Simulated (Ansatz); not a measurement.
IrP3 (space group Im-3, No. 204; a cell from a computed database, its experimental status unchecked)

IrP3 is modelled in the cubic space group Im-3 (No. 204), Pearson symbol cI32. Conventional cell: a = 8.009 Å, b = 8.009 Å, c = 8.009 Å, α = 90.00°, β = 90.00°, γ = 90.00°. P on 24g is coordinated by 2 P at 2.246–2.332 Å and 2 Ir at 2.341 Å. Ir on 8c sees 6 P at 2.341 Å (octahedral). (Neighbours: up to the widest gap in distance over summed covalent radii, below 1.35, at either atom; cation-cation and far metal-metal contacts left out.)
(The calculation used a cell of 16 atoms; values per cell refer to that cell.)

All numbers come from DFT with PBEsol, PAW potentials and a 420 eV plane-wave cutoff in Ansatz (a quantum-chemistry and plane-wave program), without spin-orbit coupling. Γ-centred 5×5×5 mesh, Fermi–Dirac width 0.05 eV.

Volume per atom: 16.06 Å³
Density: 7.37 g/cm³
Band gap: 0.06 eV (uncertain: the edges found on the path are not clean extrema)
Total energy: -3505.511 eV/atom (σ→0; compares only within this code and set-up)

Spin-orbit coupling, missing from the scalar runs, can matter with Ir. No phonon test of stability was made. The zero or small gap of IrP3 can change with the level of theory.
